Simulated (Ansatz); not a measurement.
Consider Te (space group P3_121, No. 152; a = 4.3169 Å, c = 5.9554 Å; made of chains).

Modification: Se takes the place of Te on all its sites, then cell and atoms are relaxed.

Levels (all Ansatz, a program for electronic structure, PAW, earlier PAW set): PBEsol (420 eV, spin-orbit coupling left out); r2SCAN (500 eV, without spin-orbit coupling); HSE06 (420 eV, no SOC); PBEsol+SOC (420 eV, with spin-orbit coupling); HSE06+SOC (420 eV, with spin-orbit coupling).

At the geometry relaxed with PBEsol, these levels gave the following band gaps, in shuffled order: (a) 1.09 eV, (b) 0.39 eV, (c) 0.32 eV, (d) 0.67 eV, (e) 1.02 eV.

Match each gap to its level.

(a) HSE06; (b) PBEsol; (c) PBEsol+SOC; (d) r2SCAN; (e) HSE06+SOC.

Single points use the geometry relaxed with PBEsol. HSE06 was sampled on its mesh, a few special points and the semilocal edge points, so its gap is an upper bound. Differences between runs with and without spin-orbit coupling are approximate. Stability against distortions was not tested. No dispersion term is included in the PBEsol runs.
